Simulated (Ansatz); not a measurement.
Worked example: relaxation of cell and atoms of LaMg6Nb (Amm2, 8 atoms in the cell) in Ansatz (a quantum-chemistry and plane-wave program).

Computed with PBEsol, PAW files made with PBE (plane waves; Ansatz).

```xyz
8
Lattice="5.0730 0.0000 0.0000 0.0000 3.2504 5.7824 0.0000 -3.2504 5.7824" Properties=species:S:1:pos:R:3 pbc="T T T"
La     0.0000     0.0000     9.3371
Mg     0.0000     1.5348     6.6409
Mg     0.0000    -1.5348     6.6409
Mg     0.0000     0.0000     3.8543
Mg     2.5365     1.5553     4.9402
Mg     2.5365    -1.5553     4.9402
Mg     2.5365     0.0000     1.9577
Nb     2.5365     0.0000     7.9480
```

Reference input (self-consistent single point, DFT, PBEsol, plane waves, PAW files made with PBE): kpoints.mp_grid.grid = 4 3 3; hamiltonian.xc = pbesol; hamiltonian.pseudopotentials = {kind: paw} (the program's default PAW files); scf.occupations.method = gaussian; scf.occupations.width = 0.0147 Ry. This run's input differs from it in these lines:

```diff
@@ -21,2 +21,4 @@
   occupations: { method: gaussian, width: 0.0147 Ry }
+relax:
+  cell: {}
 output:
```

Output (repeated stretches shortened):

```
   [... SCF lines of the steps left out ...]
relax step   1: F+E_penalty+E_count = -22127.75762692 eV  Δ(F+E_penalty+E_count) = +0.000e0 eV  max|allowed force component| = 3.442e-1 eV/Å  Δτ_max = 0.0000 Å  P = -1.745 GPa  Ω = 190.700 Å³  (10 SCF iters, dr2 threshold 1.00e-7 eV, accepted)
relax step   2: F+E_penalty+E_count = -22127.81633566 eV  Δ(F+E_penalty+E_count) = -5.871e-2 eV  max|allowed force component| = 4.008e-1 eV/Å  Δτ_max = 0.0900 Å  P = +0.184 GPa  Ω = 182.594 Å³  energy of the carried Pulay correction = +3.177e-4 eV  [...]
   [... lines left out ...]
relax step   5: F+E_penalty+E_count = -22127.82892211 eV  Δ(F+E_penalty+E_count) = -2.855e-4 eV  max|allowed force component| = 3.469e-3 eV/Å  Δτ_max = 0.0083 Å  P = -0.014 GPa  Ω = 182.991 Å³  energy of the carried Pulay correction = +3.018e-4 eV  [...]
relax step   6: F+E_penalty+E_count = -22127.82858425 eV  Δ(F+E_penalty+E_count) = +3.379e-4 eV  max|allowed force component| = 3.497e-3 eV/Å  Δτ_max = 0.0000 Å  P = -0.013 GPa  Ω = 182.991 Å³  stress off target by 2.14e-2 GPa  SCF on the basis [...]
basis re-selected at this cell: Δ(F+E_penalty+E_count) = +3.379e-4 eV, ΔP = +0.001 GPa vs the last step
the relaxation is at rest under the 4 symmetry operations that the run kept from its start: a minimum is not shown …
Stability not checked: this state was not tested for a lower state beside it, because too few of the mixer's solves of this state at the end of the SCF gave a …
Free energy (F): -22127.828584 eV
Internal energy: -22127.741560 eV  (E = F + TS)
   [... lines left out ...]
Fermi energy:    8.034158 eV
  cell:  # Å, volume = 182.9905 Å³
   [... lines left out ...]
    - { symbol: Mg, position: [2.3727540860992092e-35, 0.33233836063104527, 0.33233836063104527] }
    - { symbol: Mg, position: [0.5, 0.6747674929189247, 0.1848815564613927] }
    - { symbol: Mg, position: [0.5, 0.1848815564613927, 0.6747674929189247] }
    - { symbol: Mg, position: [0.5, 0.1751647218015433, 0.1751647218015433] }
    - { symbol: Nb, position: [0.5, 0.6891750045795346, 0.6891750045795346] }
```

The run converged.  The full log also holds: “iter 5 did not close the SCF: its close was put off for the readings that it lacked (scf_convergence_deferred on its scf_iter line)”. The full log also holds: “iter 5 did not close the SCF: its close was put off for the readings that it lacked (scf_convergence_deferred on its scf_iter line)”.

Summary of the result:
```
Quantity                                                                                                             Value
-----------------------------------------------  -------------------------------------------------------------------------
Free energy E − TS (on the zero of these files)                                                             -22127.8286 eV
Fermi level (on the code's own zero)                                                                               8.03 eV
Pressure                                                                                                         -0.01 GPa
Largest force (vector length)                                                                                   0.004 eV/Å
Final cell                                       a = 4.978 Å, b = 6.591 Å, c = 6.591 Å, α = 57.80°, β = 90.00°, γ = 90.00°
Final volume per atom                                                                                             22.87 Å³
Relaxation steps                                                                                                         6
```

The starting cell comes from a database of computed structures (which also holds hypothetical and non-ambient phases and stackings), without a prior relaxation at this level. Its lattice was rescaled by a random factor within 2.5 % of one. Spin polarisation is off. The relaxation keeps the symmetry of its start, so its end need not be a minimum. Ansatz's pressure includes its estimate of the finite-basis (Pulay) stress.

Keys are those of Ansatz 0.2.
